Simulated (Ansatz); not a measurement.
Crystal: CsReO$_{4}$ (I4_1/amd, not sure to be the ambient phase, 12 atoms a cell, 21.4 Å³ an atom, -2 GPa at this level); planes in its conventional cell.

The numbers are results of r2SCAN (plane waves, PAW; Ansatz, a first-principles code), not measurements.

The gap is the functional's own. No spin-orbit coupling. Mid-gap values are interpolated on the energy grid.

| plane | area of the cell (Å²) | mid-gap κ (1/Å) | largest κ in the gap (1/Å) |
|---|---|---|---|
| (101) | 46.9 | 0.57 | 0.57 |
| (110) | 61.6 | ___ | ___ |

### Question
The slowest decay depends on the direction. Supply the withheld values.

### Answer

- (110), mid-gap κ (1/Å): 0.52
- (110), largest κ in the gap (1/Å): 0.52
